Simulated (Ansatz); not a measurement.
GaAsO4, treated with PBE (Ansatz, an electronic-structure program, PAW).

Numerical settings: plane-wave cutoff 520 eV, scalar-relativistic PAW data made under PBE.

Starting structure:

```
CELL_PARAMETERS angstrom
      4.99400     0.00000     0.00000
     -2.49700     4.32493     0.00000
      0.00000     0.00000    11.38710
ATOMIC_POSITIONS crystal
  Ga 0.44991 0.00000 0.33333
  Ga 0.00000 0.44991 0.66667
  Ga 0.55009 0.55009 0.00000
  As 0.44800 0.00000 0.83333
  As 0.00000 0.44800 0.16667
  As 0.55200 0.55200 0.50000
  O  0.39848 0.31858 0.38307
  O  0.68142 0.07990 0.71640
  O  0.92010 0.60152 0.04974
  O  0.31858 0.39848 0.61693
  O  0.60152 0.92010 0.95026
  O  0.07990 0.68142 0.28360
  O  0.39674 0.29595 0.87152
  O  0.70405 0.10079 0.20485
  O  0.89921 0.60326 0.53819
  O  0.29595 0.39674 0.12848
  O  0.60326 0.89921 0.46181
  O  0.10079 0.70405 0.79515
```

Q: Into what structure does the relaxation of cell and atoms lead at this level, with the symmetry of the start kept?

A: The volume increases by 7.1 %; final space group P3_121.
```
CELL_PARAMETERS angstrom
      5.11404     0.00000     0.00000
     -2.55702     4.42889     0.00000
      0.00000     0.00000    11.63287
ATOMIC_POSITIONS crystal
  Ga 0.45580 0.00000 0.33333
  Ga 0.00000 0.45580 0.66667
  Ga 0.54420 0.54420 0.00000
  As 0.45518 0.00000 0.83333
  As 0.00000 0.45518 0.16667
  As 0.54482 0.54482 0.50000
  O  0.39744 0.31077 0.38401
  O  0.68923 0.08667 0.71734
  O  0.91333 0.60256 0.05067
  O  0.31077 0.39744 0.61599
  O  0.60256 0.91333 0.94933
  O  0.08667 0.68923 0.28266
  O  0.40085 0.29052 0.87290
  O  0.70948 0.11033 0.20623
  O  0.88967 0.59915 0.53957
  O  0.29052 0.40085 0.12710
  O  0.59915 0.88967 0.46043
  O  0.11033 0.70948 0.79377
```

Note: the relaxation could not lower the start's symmetry, so the cell can be a saddle point above a distorted one; the volume lies 7 % above that of the published cell.
